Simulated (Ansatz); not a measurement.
# A computed series for hypothetical diamond Na: pressure series

Base system: Na in the diamond structure (space group Fd-3m, No. 227; a = 7.4892 Å; a hypothetical phase, not in the database extracts checked).

Cell and atoms are relaxed at each pressure.

All numbers come from PBEsol (Ansatz, a quantum-chemistry and plane-wave program, PAW, without spin-orbit coupling).

```
P (GPa)  V (Å³/atom)
-------  -----------
0.30          48.270
0.70          44.293
1.49          39.150
3.01          33.536
5.01          29.276
7.50          25.933
10.00         23.615
```

Question: Fit a third-order Birch–Murnaghan equation of state.

Answer: Least squares on P(V) = (3B₀/2)[(V₀/V)^(7/3) − (V₀/V)^(5/3)]·[1 + (3/4)(B₀′ − 4)((V₀/V)^(2/3) − 1)] gives V₀ = 52.68 Å³/atom, B₀ = 2.9 GPa and B₀′ = 3.7.

Load acts through the strain it causes; cell and atoms are relaxed under it. No phonon test of stability was made. No other phases were tried under pressure.
